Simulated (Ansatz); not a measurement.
The starting structures come from a database of crystals and need not be the phases stable at ambient conditions.

 Where the default PAW files enter, the runs use the earlier of Ansatz's two default sets.

Tunnelling through a barrier is set by its complex band structure: the current falls as exp(−2κd) with the smallest κ.

Data:

```
CELL_PARAMETERS angstrom
      5.21633     0.00000     0.00000
      0.00000     5.61120     0.00000
      0.00000     0.00000     6.10843
ATOMIC_POSITIONS crystal
  Tl 0.75000 0.50935 0.25451
  Tl 0.25000 0.49065 0.74549
  Tl 0.25000 0.99065 0.25451
  Tl 0.75000 0.00935 0.74549
  F  0.75000 0.56780 0.85064
  F  0.25000 0.43220 0.14936
  F  0.25000 0.93220 0.85064
  F  0.75000 0.06780 0.14936
```

Space group of this cell: Pbcm. The cell was relaxed by PBE-D3(BJ); by r2SCAN its mean pressure is -1.2 GPa.

Transport runs along the normal of the first two printed cell vectors.

The gap is the functional's own, uncorrected, and κ follows it; spin-orbit coupling is left out. Mid-gap values are interpolated between the computed energies.

### Question
Give the band gap and the smallest decay constant κ at mid-gap that r2SCAN run with Ansatz (a quantum-chemistry and plane-wave program) yields.

### Answer
Gap 3.52 eV on a 6×6×6 mesh; κ = 0.356 1/Å, at (0.500, 0.500) of the in-plane reciprocal vectors. At the zone centre, at the nearest computed energy, the slowest state has κ = 0.43 1/Å.
